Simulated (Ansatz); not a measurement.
AlP (model structure, within 0.1 Å of P6₄22, No. 181, 6 atoms in the cell) was calculated with PBEsol (PAW; Ansatz, a quantum-chemistry and plane-wave program).

Settings: plane-wave cutoff 520 eV, 12×12×4 k mesh (along the axes of the cell as run), Fermi–Dirac smearing 0.01 eV, scalar-relativistic PAW data made under PBE.

Computed at the level's own relaxed cell.

```xyz
6
Lattice="3.8213 0.0000 0.0000 -1.9107 3.3094 0.0000 0.0000 0.0000 8.6324" Properties=species:S:1:pos:R:3 pbc="T T T"
Al    -0.9549     1.6540     5.7549
Al     0.9558     1.6554     0.0000
Al     1.9098     0.0000     2.8775
P     -0.9551     1.6542     1.4387
P      0.9556     1.6552     4.3162
P      1.9101     0.0000     7.1937
```

Task: List the 15 lowest band energies at Γ above −25 eV (eV, relative to the valence band maximum), grouping those that round alike.

Result: At Γ: -12.59, -11.00 (×2), -4.95 (×2), -2.31, -1.15 (×2), -0.37 (×2), -0.04, 0.00, 2.04 (×2), 2.18.

A model structure was made by putting elements into a prototype or built by hand; it is no filed structure, need not be a known phase, and can be a saddle point held by its symmetry.
